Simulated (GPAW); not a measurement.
## Worked example: self-consistent single point of NiO (Fm-3m, 4 atoms in the cell) in GPAW

Level of theory: PBE, GPAW PAW datasets PBE (gpaw-data 1.0.1) (plane waves; GPAW 25.7.0).

The input file:

```python
from ase import Atoms
from ase.units import GPa
from gpaw import GPAW

atoms = Atoms(['Ni', 'Ni', 'O', 'O'],
              cell=[[4.180000, 2.090000, 2.090000],
                    [2.090000, 4.180000, 2.090000],
                    [2.090000, 2.090000, 4.180000]],
              scaled_positions=[[0.000000, 0.000000, 0.000000],
                                [0.500000, 0.500000, 0.500000],
                                [0.250000, 0.250000, 0.250000],
                                [0.750000, 0.750000, 0.750000]],
              pbc=True)

atoms.set_initial_magnetic_moments([2.0, -2.0, 0.0, 0.0])

calc = GPAW(spinpol=True,
            mode={'name': 'pw', 'ecut': 900},
            xc='PBE',
            kpts={'size': (6, 6, 6), 'gamma': True},
            occupations={'name': 'fermi-dirac', 'width': 0.02},
            nbands=-6,
            convergence={'bands': -4},
            symmetry={'symmorphic': False, 'tolerance': 0.0005},
            maxiter=120)

atoms.calc = calc

energy = atoms.get_potential_energy()
print('Energy (eV):', round(energy, 6))
forces = atoms.get_forces()
print('Forces (eV/Ang):')
print(forces.round(5))
stress = atoms.get_stress()
print('Stress (GPa, Voigt):', (stress / GPa).round(4))
```

The program printed (abridged):

```
Input parameters:
  convergence: {bands: -4}
  kpts: {gamma: True,
         size: (6, 6, 6)}
  maxiter: 120
  mode: {ecut: 900,
         name: pw}
  nbands: -6
  occupations: {name: fermi-dirac,
                width: 0.02}
  spinpol: True
  symmetry: {symmorphic: False,
             tolerance: 0.0005}
  xc: PBE

species:
  Ni:
    name: Nickel
    Z: 28.0
    valence: 16
    core: 12
    charge: 0.0
    file: Ni.PBE.gz

    # Using partial waves for Ni as LCAO basis

  O:
    name: Oxygen
    Z: 8.0
    valence: 6
    core: 2
    charge: 0.0
    file: O.PBE.gz

    # Using partial waves for O as LCAO basis

Reference energy: -86817.701497  # eV

Spin-polarized calculation.
Initial magnetic moment: 0.000000

Convergence criteria:
 Maximum [total energy] change in last 3 cyles: 0.0005 eV / valence electron
 Maximum integral of absolute [dens]ity change: 0.0001 electrons / valence electron
 Maximum integral of absolute [eigenst]ate change: 4e-08 eV^2 / valence electron
 Maximum number of scf [iter]ations: 120

Symmetries present (total): 12
Symmetries with fractional translations: 0
216 k-points: 6 x 6 x 6 Monkhorst-Pack grid + [1/12,1/12,1/12]
32 k-points in the irreducible part of the Brillouin zone
       k-points in crystal coordinates                weights
   0:     0.00000000    0.00000000    0.00000000          1/216
   1:     0.16666667    0.00000000   -0.16666667          6/216
   2:     0.16666667    0.00000000    0.00000000          6/216
   [... 7 lines left out ...]
          ...
  31:     0.50000000    0.50000000    0.50000000          1/216

Wave functions: Plane wave expansion
  Cutoff energy: 900.000 eV
  Number of coefficients (min, max): 2210, 2256
  Pulay-stress correction: 0.000000 eV/Ang^3 (de/decut=0.000000)

Occupation numbers: Fermi-Dirac:
  width: 0.0200  # eV

Eigensolver

Densities:
  Coarse grid: 36*36*36 grid
  Fine grid: 72*72*72 grid
  Total Charge: 0.000000

Density mixing:
  Method: difference
  Backend: pulay
  Linear mixing parameter: 0.05
  old densities: 5
  Damping of long wavelength oscillations: 50

Hamiltonian:
  XC and Coulomb potentials evaluated on a 72*72*72 grid
  External potential:
    NoExternalPotential

XC parameters: PBE with 2 nearest neighbor stencil

Number of atoms: 4
Number of atomic orbitals: 32
Number of bands in calculation: 28
Number of valence electrons: 44
Bands to converge: 24

Density initialized from atomic densities
  28 bands from LCAO basis set

Atomic positions and initial magnetic moments

Positions:
   0 Ni     0.000000    0.000000    0.000000    ( 0.0000,  0.0000,  2.0000)
   1 Ni     4.180000    4.180000    4.180000    ( 0.0000,  0.0000, -2.0000)
   2 O      2.090000    2.090000    2.090000    ( 0.0000,  0.0000,  0.0000)
   3 O      6.270000    6.270000    6.270000    ( 0.0000,  0.0000,  0.0000)

Unit cell:
           periodic     x           y           z      points  spacing
  1. axis:    yes    4.180000    2.090000    2.090000    36     0.0700
  2. axis:    yes    2.090000    4.180000    2.090000    36     0.0700
  3. axis:    yes    2.090000    2.090000    4.180000    36     0.0700

  Lengths:   5.119434   5.119434   5.119434
  Angles:   33.557310  33.557310  33.557310

Effective grid spacing dv^(1/3) = 0.0922

     iter     time        total  log10-change:  magmom
                         energy   eigst   dens
iter:   1 --:--:--   -27.246042   +0.58           -0.0000
iter:   2 --:--:--   -27.874730   -0.25  -1.24    -0.0000
iter:   3 --:--:--   -27.241528   -0.76  -1.29    -0.0000
iter:   4 --:--:--   -27.207294   -1.43  -1.61    -0.0000
iter:   5 --:--:--   -27.335819   -1.66  -1.70    -0.0000
iter:   6 --:--:--   -27.348018   -1.30  -2.12    -0.0000
iter:   7 --:--:--   -27.231095   -2.35  -1.88    -0.0000
iter:   8 --:--:--   -27.224162   -3.14  -2.46    -0.0000
iter:   9 --:--:--   -27.227905c  -4.10  -2.81    -0.0000
iter:  10 --:--:--   -27.222734c  -3.63  -2.56    -0.0000
iter:  11 --:--:--   -27.222705c  -5.25  -3.90    -0.0000
iter:  12 --:--:--   -27.222598c  -5.47  -4.26c   -0.0000
iter:  13 --:--:--   -27.222873c  -5.21  -4.43c   +0.0000
iter:  14 --:--:--   -27.222895c  -6.16  -3.95    -0.0000
iter:  15 --:--:--   -27.222899c  -6.74  -3.88    -0.0000
iter:  16 --:--:--   -27.222904c  -7.36  -3.85    -0.0000
iter:  17 --:--:--   -27.222901c  -8.20c -3.84    -0.0000
iter:  18 --:--:--   -27.222903c  -8.68c -3.85    -0.0000
iter:  19 --:--:--   -27.222900c  -7.95c -3.85    +0.0000
iter:  20 --:--:--   -27.222874c  -5.37  -3.87    +0.0000
iter:  21 --:--:--   -27.222875c  -6.52  -4.28c   +0.0000
iter:  22 --:--:--   -27.222875c  -7.47c -4.33c   +0.0000

Converged after 22 iterations.

Dipole moment: (0.000000, 0.000000, 0.000000) |e|*Ang

Total magnetic moment: (0.000000, 0.000000, 0.000000)
Local magnetic moments:
   0 Ni ( 0.000000,  0.000000,  1.381125)
   1 Ni ( 0.000000,  0.000000, -1.381125)
   2 O  ( 0.000000,  0.000000,  0.000000)
   3 O  ( 0.000000,  0.000000,  0.000000)

Energy contributions relative to reference atoms: (reference = -86817.701497)

Kinetic:        +50.094473
Potential:      -42.988369
External:        +0.000000
XC:             -34.873002
Entropy (-ST):   -0.000000
Local:           +0.544023
SIC:             +0.000000
--------------------------
Free energy:    -27.222875
Extrapolated:   -27.222875

Spin contamination: 1.505950 electrons
Showing only first 2 kpts
                      Up                     Down
 Kpt  Band  Eigenvalues  Occupancy  Eigenvalues  Occupancy
  0    20      6.97199    1.00000      6.97199    1.00000
  0    21      7.24547    1.00000      7.24547    1.00000
  0    22      9.55123    0.00000      9.55123    0.00000
  0    23      9.65845    0.00000      9.65845    0.00000

  1    20      7.28715    1.00000      7.28715    1.00000
  1    21      7.35549    1.00000      7.35549    1.00000
  1    22      8.95837    0.00000      8.95837    0.00000
  1    23      9.35747    0.00000      9.35747    0.00000

Fermi level: 8.13089

Gap: 1.029 eV
Transition (v -> c):
  (s=1, k=17, n=21, [0.33, 0.33, 0.17]) -> (s=0, k=27, n=22, [0.50, 0.33, 0.33])
Direct/indirect transitions are different
Direct gap: 1.267 eV
Transition at: (s=1->0, k=27, n=21, [0.50, 0.33, 0.33])
Energy (eV): -27.222875

Forces in eV/Ang:
  0 Ni   -0.00000    0.00000    0.00000
  1 Ni    0.00000   -0.00000    0.00000
  2 O     0.00000    0.00000    0.00000
  3 O    -0.00000   -0.00000   -0.00000

Stress tensor:
    -0.035613     0.001898     0.001898
     0.001898    -0.035613     0.001898
     0.001898     0.001898    -0.035613
Stress (GPa, Voigt): [-5.7058 -5.7058 -5.7058  0.3041  0.3041  0.3041]
```

The run converged in 22 iterations. GPAW prints stress with tension positive.

At such cutoffs GPAW's stress carries a finite-basis (Pulay) error, which enters relaxed cells too; its log prints stress with tension positive.

The starting cell has typed, rounded lattice constants, without a prior relaxation at this level. The magnetic order is the one reached from the typed start; others were not searched systematically.

Cost on one core of a shared machine: roughly 6 min.
